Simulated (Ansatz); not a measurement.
Base system: WGe$_{2}$ (space group Fm-3m, No. 225; a hypothetical phase, not in the database extracts checked).

```cif
data_Ge2W
_chemical_formula_sum 'W1 Ge2'
_space_group_name_H-M_alt 'P 1'
_space_group_IT_number 1
_cell_length_a 4.27687
_cell_length_b 4.27687
_cell_length_c 4.27687
_cell_angle_alpha 60.000
_cell_angle_beta 60.000
_cell_angle_gamma 60.000
loop_
_space_group_symop_operation_xyz
  'x, y, z'
loop_
_atom_site_label
_atom_site_type_symbol
_atom_site_fract_x
_atom_site_fract_y
_atom_site_fract_z
_atom_site_occupancy
W1 W 0.00000 0.00000 0.00000 1
Ge1 Ge 0.25000 0.25000 0.25000 1
Ge2 Ge 0.75000 0.75000 0.75000 1
```

Levels (all Ansatz, a first-principles code, PAW): PBEsol (420 eV, scalar-relativistic without spin-orbit coupling); r2SCAN (500 eV, no spin-orbit coupling).

The geometry is relaxed with PBEsol.

| Property | Value |
|---|---|
| PBEsol pressure | 0.0 GPa |

With r2SCAN at the same geometry, the pressure goes from zero to 2.0 GPa.

Single points use the geometry relaxed with PBEsol. Their cutoffs differ, which shifts pressures a little. No phonon test of stability was made. All final runs are without spin polarisation. WGe2 has a high density of states at the Fermi level and may be magnetic at this level.
